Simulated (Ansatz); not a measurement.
**C axis length of YGe (model structure, started from the WC type, P-6m2, No. 187, 2 atoms in the cell) at several levels of theory**

No measured value is used here.

```csv
level (code),value (Å)
PBE (Ansatz),4.154
PBEsol (Ansatz),4.145
PBE-D3(BJ) (Ansatz),?
r²SCAN (Ansatz),4.051
```

### Question
Fill in the missing entries.

### Answer

- PBE-D3(BJ) (Ansatz, a program for electronic structure), value (Å): 4.162

The crystal itself was run without spin with PBE, PBEsol, PBE-D3(BJ), r²SCAN; a magnetic state was not tried in these runs. Ansatz's density-functional and Hartree–Fock values are scalar-relativistic unless marked +SOC, with PAW data made under PBE.

A model structure was made by putting elements into a prototype or built by hand; it is no filed structure, need not be a known phase, and can be a saddle point held by its symmetry.
